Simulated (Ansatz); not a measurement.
The parent structure is BAs in the zinc blende structure (space group F-43m, No. 216; a = 4.784 Å).

Structures relaxed with r2SCAN, PAW, 500 eV (Ansatz, a quantum-chemistry and plane-wave program; no spin-orbit coupling).

Base:

Simulated powder pattern, Cu Kα, λ = 1.54184 Å (kinematic, ideal powder, no thermal factors, no anomalous dispersion; the 14 strongest lines at most, above 2 %, up to 2θ = 90°):

```
2θ (°)  I/Imax (%)    hkl
------  ----------  -----
32.42          100  (111)
37.60           40  (200)
54.23           40  (220)
64.62           40  (311)
67.87          9.5  (222)
80.27          6.3  (400)
89.25           17  (331)
```

It is then changed as follows: an isotropic linear strain of −2.00 %, atoms relaxed at fixed cell.

After the change:

Simulated powder pattern, Cu Kα, λ = 1.54184 Å (kinematic, ideal powder, no thermal factors, no anomalous dispersion; the 14 strongest lines at most, above 2 %, up to 2θ = 90°):

```tsv
2θ (°)	I/Imax (%)	hkl
33.10	100	(111)
38.40	40	(200)
55.43	40	(220)
66.10	39	(311)
69.45	9.4	(222)
82.26	6.2	(400)
```

The indices refer to the base's conventional cell; one index is shown for lines that coincide.

Whether these cells are dynamically stable was not tested.
